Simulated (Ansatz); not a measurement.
Base system: TeO2 in the fluorite structure (space group Fm-3m, No. 225; a = 5.324 Å; a hypothetical phase, not in the database extracts checked).

Levels (all Ansatz, a program for electronic structure, PAW): PBEsol (420 eV, scalar-relativistic without spin-orbit coupling); PBEsol+SOC (420 eV, spin-orbit coupling included).

The geometry is relaxed with PBEsol.

| Property | Result |
|---|---|
| PBEsol electron mass | 0.82 mₑ along k, 0.22 mₑ across (off the special points) |
| PBEsol band gap | 0.73 eV |
| PBEsol hole mass | 0.92 mₑ along k, 1.2 mₑ across (at L) |

**Question.** How does going to PBEsol+SOC change the electron mass, band gap and hole mass?

**Answer.** The electron mass changes from 0.82 mₑ along k, 0.22 mₑ across (off the special points) to 0.79 mₑ along k, 0.25 mₑ across (off the special points); the band gap decreases by 0.05 eV (0.73 eV → 0.68 eV); the hole mass goes from 0.92 mₑ along k, 1.2 mₑ across (at L) to 0.91 mₑ along k, 1.2 mₑ across (at L).

Single points use the geometry relaxed with PBEsol. Differences between runs with and without spin-orbit coupling are approximate. With Te present, leaving out spin-orbit coupling can change the band edges. Effective masses come from finite differences of ±0.01 Å⁻¹. Along k means along the line from Γ to the band edge. No phonon test of stability was made.
